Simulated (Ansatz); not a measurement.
LiF (model structure, P6₃/mmc, No. 194, 4 atoms in the cell) was calculated with r²SCAN+rVV10 (plane waves, PAW; Ansatz, an electronic-structure program).

Settings: plane-wave cutoff 560 eV, 12×12×8 k mesh (along the axes of the cell as run), Fermi–Dirac smearing 0.01 eV, scalar-relativistic PAW data made under PBE.

Cell (relaxed at this level):

```cif
data_F2Li2
_chemical_formula_sum 'Li2 F2'
_space_group_name_H-M_alt 'P63/mmc'
_space_group_IT_number 194
_space_group_name_Hall '-P 6c 2c'
_cell_length_a 3.26654
_cell_length_b 3.26654
_cell_length_c 3.98391
_cell_angle_alpha 90.000
_cell_angle_beta 90.000
_cell_angle_gamma 120.000
loop_
_atom_site_label
_atom_site_type_symbol
_atom_site_symmetry_multiplicity
_atom_site_Wyckoff_symbol
_atom_site_fract_x
_atom_site_fract_y
_atom_site_fract_z
_atom_site_occupancy
Li1 Li 2 d 0.66667 0.33333 0.25000 1
F1 F 2 c 0.33333 0.66667 0.25000 1
```

Task: Predict the band gap.

Result: 
- band gap: 8.50 eV (direct)

Note: the relaxation could raise the start's symmetry but not lower it, so the cell can be a saddle point.

Static lattice: no zero-point or thermal effects.

It cost around 10 core-seconds (rough) of CPU time.

A model structure was made by putting elements into a prototype or built by hand; it is no filed structure, need not be a known phase, and can be a saddle point held by its symmetry.
